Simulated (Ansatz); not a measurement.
Fe_C in diamond: one set of geometries, relaxed with PBE, evaluated in Ansatz (PAW, plane waves to 420 eV, 500 eV under r2SCAN) with PBE, r2SCAN.

Set-up: 64-site cell; 2×2×2 shifted k-points; start: the C site; no Hubbard U; finite-size errors of tenths of an eV.

```csv
quantity,PBE,r2SCAN
host gap (eV),4.13,4.34
"neutral formation energy against graphite, bcc Fe, ferromagnetic (eV)",6.11,6.23
largest moment on one atom at charge 0 (μB),0.00,0.00
```

PBE narrows the gap by 0.21 eV against r2SCAN, the highest level run.

Ansatz is a quantum-chemistry and plane-wave program.
